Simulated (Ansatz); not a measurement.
## PbS (model structure, started from the zincblende type, F-43m, No. 216, 2 atoms in the cell)

Method: r²SCAN+rVV10 in Ansatz (PAW).

Numerical settings: plane-wave cutoff 560 eV, 10×10×10 k mesh, Fermi–Dirac smearing 0.01 eV, scalar-relativistic PAW data made under PBE.

Cell (relaxed at this level):

```
CELL_PARAMETERS angstrom
      0.00000     3.28311     3.28311
      3.28311     0.00000     3.28311
      3.28311     3.28311     0.00000
ATOMIC_POSITIONS crystal
  S  0.75000 0.75000 0.75000
  Pb 0.00000 0.00000 0.00000
```

* **band gap**: 0.89 eV (on the SCF k mesh)
* **direct gap at Γ**: 4.62 eV

Note: the relaxation could raise the start's symmetry but not lower it, so the cell can be a saddle point.

Spin–orbit coupling is not included; with these elements it can move the gap by several tenths of an eV or more.

Static lattice: no zero-point or thermal effects.

Computing time: roughly 50 core-seconds.

A model structure was made by putting elements into a prototype or built by hand; it is no filed structure, need not be a known phase, and can be a saddle point held by its symmetry.

Ansatz is a quantum-chemistry and plane-wave program.
